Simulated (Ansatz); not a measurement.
System: Ba₂H₃I (P-3m1, No. 164, 6 atoms in the cell; start mp-1018651). Method: PBEsol (Ansatz, a quantum-chemistry and plane-wave program, plane waves, PAW).

Run with plane-wave cutoff 500 eV, 12×12×6 k mesh (along the axes of the cell as run), Fermi–Dirac smearing 0.05 eV, scalar-relativistic PAW data made under PBE.

Cell (relaxed at this level):

```cif
data_H3Ba2I
_chemical_formula_sum 'Ba2 H3 I1'
_space_group_name_H-M_alt 'P-3m1'
_space_group_IT_number 164
_space_group_name_Hall '-P 3 2"'
_cell_length_a 4.43053
_cell_length_b 4.43053
_cell_length_c 7.91992
_cell_angle_alpha 90.000
_cell_angle_beta 90.000
_cell_angle_gamma 120.000
loop_
_atom_site_label
_atom_site_type_symbol
_atom_site_symmetry_multiplicity
_atom_site_Wyckoff_symbol
_atom_site_fract_x
_atom_site_fract_y
_atom_site_fract_z
_atom_site_occupancy
Ba1 Ba 2 d 0.33333 0.66667 0.31453 1
H1 H 2 d 0.66667 0.33333 0.35653 1
H2 H 1 b 0.00000 0.00000 0.50000 1
I1 I 1 a 0.00000 0.00000 0.00000 1
```

### Question
Predict the band gap.

### Answer

- band gap: 2.03 eV (on the SCF k mesh)

Note: the relaxation could not lower the start's symmetry, so the cell can be a saddle point above a distorted one.

Spin–orbit coupling is not included; with these elements it can move the gap by several tenths of an eV or more.

Cost on a shared machine: around 4 core-minutes (rough).

A start named mp-… is a Materials Project structure, which need not be a measured phase.
